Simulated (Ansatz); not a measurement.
For SiO₂ (Ama2, No. 40, 12 atoms in the cell; start mp-554573; a measured phase of this formula has another space group), LDA in Ansatz (plane waves, PAW) gives:

```
Quantity                Value
---------------  ------------
cohesive energy  7.42 eV/atom
band gap              5.63 eV
```

Question: What does r²SCAN+rVV10 (plane waves, PAW; Ansatz, a program for electronic structure) give for the same quantities?

Answer: 
- cohesive energy: 6.54 eV/atom (falls by 0.88 eV/atom)
- band gap: 6.36 eV (goes up by 0.73 eV)

Changes are worked out from the printed values.

Unless a cell is named, each level is at its own relaxed cell (LDA 14.93, r²SCAN+rVV10 14.67 Å³/atom).

Density-functional gaps are differences of (generalised) Kohn–Sham levels.

Caveats: the relaxation could not lower the start's symmetry, so the cell can be a saddle point above a distorted one (LDA, r²SCAN+rVV10). Ansatz's density-functional and Hartree–Fock values are scalar-relativistic unless marked +SOC, with PAW data made under PBE.

A start named mp-… is a Materials Project structure, which need not be a measured phase.
